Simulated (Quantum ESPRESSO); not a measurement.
Worked example: self-consistent single point of MgCd2 (C2/c, 6 atoms in the cell) in Quantum ESPRESSO.

Computed with PBEsol, GBRV 1.5 ultrasoft (PBESOL) pseudopotentials (plane waves; Quantum ESPRESSO).

```
CELL_PARAMETERS angstrom
      4.55698    -2.60424     0.00000
      4.55698     2.60424     0.00000
     -3.28165     0.00000     5.34963
ATOMIC_POSITIONS crystal
  Mg 0.91523 0.08477 0.25000
  Mg 0.08477 0.91523 0.75000
  Cd 0.75286 0.57802 0.74045
  Cd 0.24714 0.42198 0.25955
  Cd 0.42198 0.24714 0.75955
  Cd 0.57802 0.75286 0.24045
```

Reference input (self-consistent single point, DFT, PBEsol, plane waves, GBRV 1.5 ultrasoft (PBESOL) pseudopotentials): ecutwfc = 40 Ry; ecutrho = 200 Ry; occupations = smearing; smearing = cold; degauss = 0.0073499 Ry; potentials = {Mg: mg_pbesol_v1.4.uspp.F.UPF, Cd: cd_pbesol_v1.uspp.F.UPF}; K_POINTS = automatic 5 5 4 1 1 1; conv_thr = 1e-10 Ry; mixing_beta = 0.4. This run's input differs from it in these lines:

```diff
@@ -12,4 +12,4 @@
    ntyp = 2
-   ecutwfc = 40
-   ecutrho = 200
+   ecutwfc = 16
+   ecutrho = 80
    occupations = 'smearing'
```

The program printed (abridged):

```
     Self-consistent Calculation

     iteration #  1     ecut=    16.00 Ry     beta= 0.40

     negative rho (up, down):  7.482E-02 0.000E+00

     total energy              =    -700.45590564 Ry
     estimated scf accuracy    <       3.79322689 Ry

     iteration #  2     ecut=    16.00 Ry     beta= 0.40

     negative rho (up, down):  7.288E-02 0.000E+00

     total energy              =    -700.67315524 Ry
     estimated scf accuracy    <       0.39380090 Ry

     iteration #  3     ecut=    16.00 Ry     beta= 0.40

     negative rho (up, down):  7.248E-02 0.000E+00

     total energy              =    -700.71695648 Ry
     estimated scf accuracy    <       0.02732598 Ry

   [... 7 blocks of this kind left out ...]

     iteration # 11     ecut=    16.00 Ry     beta= 0.40

     negative rho (up, down):  7.132E-02 0.000E+00

     total energy              =    -700.72529692 Ry
     estimated scf accuracy    <          1.2E-10 Ry

     iteration # 12     ecut=    16.00 Ry     beta= 0.40

     negative rho (up, down):  7.131E-02 0.000E+00
     End of self-consistent calculation

     the Fermi energy is    10.0696 ev

!    total energy              =    -700.72529694 Ry
     estimated scf accuracy    <          2.4E-11 Ry
     smearing contrib. (-TS)   =       0.00000967 Ry
     internal energy E=F+TS    =    -700.72530661 Ry

     convergence has been achieved in  12 iterations

     negative rho (up, down):  7.131E-02 0.000E+00

     Forces acting on atoms (cartesian axes, Ry/au):

     atom    1 type  1   force =    -0.00000000   -0.00163962   -0.00000000
     atom    2 type  1   force =     0.00000000    0.00163962    0.00000000
     atom    3 type  2   force =     0.00201824   -0.00101672    0.00695767
     atom    4 type  2   force =    -0.00201824    0.00101672   -0.00695767
     atom    5 type  2   force =    -0.00201824   -0.00101672   -0.00695767
   [... lines left out ...]
     Total force =     0.014814     Total SCF correction =     0.000009
   [... lines left out ...]

     negative rho (up, down):  7.131E-02 0.000E+00
          total   stress  (Ry/bohr**3)                   (kbar)     P=    -5338.90
  -0.03629901   0.00000000   0.00003460        -5339.77        0.00        5.09
   0.00000000  -0.03639262   0.00000000            0.00    -5353.54        0.00
   0.00003460   0.00000000  -0.03618769            5.09        0.00    -5323.39

   JOB DONE.
```

The run converged in 12 iterations. Against the reference run the free energy goes up by 17.0 eV/atom, the pressure goes from -1.40 to -533.9 GPa and the largest force goes from 0.008 to 0.188 eV/Å.

The starting cell comes from a database of computed structures (which also holds hypothetical and non-ambient phases and stackings), without a prior relaxation at this level. At the lowered cutoff the pressure carries the error of an incomplete plane-wave basis.

Cost on one core of a shared machine: roughly 40 s.
